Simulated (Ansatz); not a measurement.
TiO₂ (Pbcn, No. 60; high-pressure phase) was calculated with r²SCAN (Ansatz, an electronic-structure program, plane waves, PAW).

Settings: plane-wave cutoff 560 eV, 8×6×8 k mesh (along the axes of the cell as run), Fermi–Dirac smearing 0.01 eV, no spin polarisation, scalar-relativistic PAW data made under PBE.

Cell (relaxed with PBEsol):

```
TiO2
1.0
    4.53785     0.00000     0.00000
    0.00000     5.49492     0.00000
    0.00000     0.00000     4.87877
Ti O
4 8
Direct
  0.50000   0.67515   0.75000
  0.50000   0.32485   0.25000
  0.00000   0.82485   0.25000
  0.00000   0.17515   0.75000
  0.72842   0.61821   0.08120
  0.27158   0.38179   0.91880
  0.77158   0.88179   0.58120
  0.22842   0.11821   0.41880
  0.22842   0.88179   0.91880
  0.77158   0.11821   0.08120
  0.27158   0.61821   0.41880
  0.72842   0.38179   0.58120
```

Task: What does this level give for the band gap and smallest direct gap on the k points sampled?

Result: 
* **band gap**: 3.07 eV (indirect)
* **smallest direct gap on the k points sampled**: 3.10 eV

Note: cell and atoms aren't relaxed at this level (largest force component 0.02 eV/Å, pressure 2.0 GPa).

The computed numbers hold no vibrational or temperature effects.

It cost very roughly 100 core-seconds of CPU time.
